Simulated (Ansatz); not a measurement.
Start from Si in the diamond structure (space group Fd-3m, No. 227; a = 5.470 Å).

Level of theory: Ansatz (a first-principles code) PBE, scalar-relativistic without spin-orbit coupling.

Before the change:

The width of the top valence band is 3.76 eV.

The change: the cell is scaled by 0.9950 in all directions; the atoms relax in the strained cell.

### Question
Predict the new energy relative to the base.

### Answer
The energy increases by 1.3 meV/atom.

### Question
Predict the new width of the top valence band.

### Answer
The width of the top valence band goes up by 0.06 eV, from 3.76 eV to 3.82 eV.

### Question
Predict the new mean gap deformation potential ΔEg/Δln V.

### Answer
The mean gap deformation potential ΔEg/Δln V is +1.8 eV.

Stability against distortions was not tested.
